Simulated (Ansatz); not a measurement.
The reference is ZnF₂ in the rutile structure (space group P4_2/mnm, No. 136; a = 4.7173 Å, c = 3.1285 Å).

Level of theory: PBEsol (Ansatz, a program for electronic structure, PAW, spin-orbit coupling left out).

For the base:

| Property | Value |
|---|---|
| Valence-band top at Γ | 0.00, -0.30, -0.30 eV |

Now apply this change: every lattice vector is shortened by 2.40 %; the atoms relax in the strained cell.

Q: How does this affect the largest internal atomic displacement, valence-band top at Γ, mean gap deformation potential ΔEg/Δln V and energy relative to the base?

A: The largest internal atomic displacement is 0.013 Å; the valence-band top at Γ (three highest levels, from the VBM) changes from 0.00, -0.30, -0.30 eV to 0.00, -0.46, -0.46 eV; the mean gap deformation potential ΔEg/Δln V comes out as -1.0 eV; the energy goes up by 23 meV/atom.

Stability against distortions was not tested.
